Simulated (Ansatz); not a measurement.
The parent structure is InSb (space group P3_121, No. 152; a = 4.699 Å, c = 10.240 Å; a hypothetical phase, not in the database extracts checked).

(Cell as relaxed with PBE.)

Levels (all Ansatz, a quantum-chemistry and plane-wave program, PAW): PBE (420 eV, without spin-orbit coupling); PBEsol (420 eV, no SOC).

Each level relaxes its own structure.

| base | PBE | PBEsol |
|---|---|---|
| volume per atom | 32.64 Å³ | 30.44 Å³ |
| lattice parameter a | 4.699 Å | 4.587 Å |
| band gap | zero | zero |

Modification: cell and atoms relaxed at a pressure of 3 GPa.

```
quantity                           PBE  PBEsol
-----------------------------  -------  ------
shortest interatomic distance  3.018 Å     [?]
band gap                          zero     [?]
```

Given the PBE results, estimate those of PBEsol.


- shortest interatomic distance, PBEsol: 2.970 Å
- band gap, PBEsol: zero

PBE's shortest interatomic distance lies 0.048 Å above PBEsol's (1.6 %); the two agree on the band gap. Neither level is exact; PBEsol is the comparison here, not a measurement.

With Sb present, leaving out spin-orbit coupling can change the band edges. Load acts through the strain it causes; cell and atoms are relaxed under it. No phonon test of stability was made. The final runs are not spin-polarised. Along this pressure series the structure jumps between pressure 1.5 GPa and pressure 3 GPa; cells beyond that are another form of it. Along this pressure series the structure jumps between pressure 0.7 GPa and pressure 1.5 GPa; cells beyond that are another form of it. The zero or small gap of InSb can change with the level of theory.
